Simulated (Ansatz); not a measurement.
Consider interstitial H in 4H silicon carbide, charge state +1. Level of theory: PBE, PAW (plane waves to 420 eV; Ansatz, an electronic-structure program).

72-site cell at the relaxed PBE lattice, the Γ point alone, smearing 0.01 eV, spin-restricted, no finite-size correction. Energies are static. The charge state is imposed; whether it is stable for some Fermi level was not computed. Sites that were not tried may lie lower.

Barriers: single points on a 2×2×2 k-point mesh shifted by half a step along c at the bands' geometries (they differ from the bands' own by up to 0.13 eV, and are uncertain by about as much).

The step: a direct jump of one H atom. Atoms about the jump, Cartesian Å from the middle of the jump, before and after:

```
atom     x0     y0     z0     x1     y1     z1
----  -----  -----  -----  -----  -----  -----
H1     0.53   0.00   0.00  -0.53   0.00   0.00
C2     1.48   0.33   0.47   1.55   0.40   0.50
C3    -1.55   0.40   0.50  -1.48   0.33   0.47
Si4   -0.08   1.36   1.19   0.08   1.36   1.19
Si5    1.60   0.40  -1.55   1.54   0.39  -1.44
Si6   -1.54   0.39  -1.44  -1.60   0.40  -1.55
Si7    1.57  -1.48   1.15   1.55  -1.40   1.12
Si8   -1.55  -1.40   1.12  -1.57  -1.48   1.15
C9     0.00  -2.30   0.49   0.00  -2.30   0.49
C10    0.02   1.28  -2.06  -0.02   1.28  -2.06
Si11   0.01  -2.29  -1.43  -0.01  -2.29  -1.43
C12    0.00   3.08   0.49   0.00   3.08   0.49
C13   -0.01   1.29   3.04   0.01   1.29   3.04
C14    1.56  -1.40  -2.07   1.54  -1.39  -2.05
C15   -1.54  -1.39  -2.05  -1.56  -1.40  -2.07
```

Where do these atoms stand at the saddle point, and how high is it?


```tsv
atom	x	y	z
H1	0.00	0.13	0.22
C2	1.43	0.36	0.46
C3	-1.44	0.36	0.46
Si4	0.00	1.43	1.22
Si5	1.54	0.39	-1.48
Si6	-1.55	0.39	-1.48
Si7	1.54	-1.44	1.12
Si8	-1.54	-1.44	1.12
C9	0.00	-2.33	0.49
C10	0.00	1.29	-2.08
Si11	0.00	-2.30	-1.44
C12	0.00	3.12	0.49
C13	0.00	1.30	3.05
C14	1.54	-1.40	-2.06
C15	-1.55	-1.40	-2.06
```
It lies 0.51 eV above the start and 0.51 eV above the end. The program found a first-order saddle point.
